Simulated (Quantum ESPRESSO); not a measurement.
Quantum ESPRESSO run on CdS (F-43m, 2 atoms in the cell): self-consistent single point.

Method: PBE, SSSP 1.1.2 efficiency (PBE) pseudopotentials (plane waves; Quantum ESPRESSO 7.5).

The change in words: lattice scaled by 0.98. Reference geometry:
```
CELL_PARAMETERS angstrom
     -2.88351     0.00000     2.88351
      0.00000     2.88351     2.88351
     -2.88351     2.88351     0.00000
ATOMIC_POSITIONS crystal
  Cd 0.00000 0.00000 0.00000
  S  0.25000 0.25000 0.25000
```

Reference input (self-consistent single point, DFT, PBE, plane waves, SSSP 1.1.2 efficiency (PBE) pseudopotentials): ecutwfc = 45 Ry; ecutrho = 360 Ry; occupations = fixed; potentials = {Cd: Cd.pbe-dn-rrkjus_psl.0.3.1.UPF, S: s_pbe_v1.4.uspp.F.UPF}; K_POINTS = automatic 10 10 10 0 0 0; nbnd = 13; conv_thr = 1e-10 Ry. This run's input differs from it in these lines:

```diff
@@ -10,3 +10,3 @@
  ibrav = 2,
- A = 5.76701400,
+ A = 5.65167400,
  nat = 2,
```

Output, abridged:

```
     Self-consistent Calculation

     iteration #  1     ecut=    45.00 Ry     beta= 0.70

     Threshold (ethr) on eigenvalues was too large:
     Diagonalizing with lowered threshold

     total energy              =    -146.39574377 Ry
     estimated scf accuracy    <       0.08143379 Ry

     iteration #  2     ecut=    45.00 Ry     beta= 0.70

     total energy              =    -146.41738368 Ry
     estimated scf accuracy    <       0.01504832 Ry

     iteration #  3     ecut=    45.00 Ry     beta= 0.70

     total energy              =    -146.42012824 Ry
     estimated scf accuracy    <       0.00041680 Ry

   [... 5 blocks of this kind left out ...]

     iteration #  9     ecut=    45.00 Ry     beta= 0.70

     total energy              =    -146.42029476 Ry
     estimated scf accuracy    <          5.0E-10 Ry

     iteration # 10     ecut=    45.00 Ry     beta= 0.70
     End of self-consistent calculation

     highest occupied, lowest unoccupied level (ev):     6.6982    8.0086

!    total energy              =    -146.42029476 Ry
     estimated scf accuracy    <          4.7E-11 Ry

     convergence has been achieved in  10 iterations

     Forces acting on atoms (cartesian axes, Ry/au):

     atom    1 type  1   force =     0.00000000    0.00000000    0.00000000
     atom    2 type  2   force =     0.00000000    0.00000000    0.00000000

     Total force =     0.000000     Total SCF correction =     0.000000

          total   stress  (Ry/bohr**3)                   (kbar)     P=       99.45
   0.00067608  -0.00000000  -0.00000000           99.45       -0.00       -0.00
  -0.00000000   0.00067608   0.00000000           -0.00       99.45        0.00
  -0.00000000   0.00000000   0.00067608           -0.00        0.00       99.45

   JOB DONE.
```

The run converged in 10 iterations. Against the reference run the free energy goes up by 70.1 meV/atom, the pressure goes from 4.65 to 9.95 GPa and the gap on the mesh goes from 1.190 to 1.310 eV.

The starting cell comes from a database of computed structures (which also holds hypothetical and non-ambient phases and stackings), without a prior relaxation at this level. Its lattice was rescaled by a random factor within 2.5 % of one. For this run, on top of that: lattice scaled by 0.98. With a pressure of about 10 GPa the cell is away from its equilibrium volume at this level.
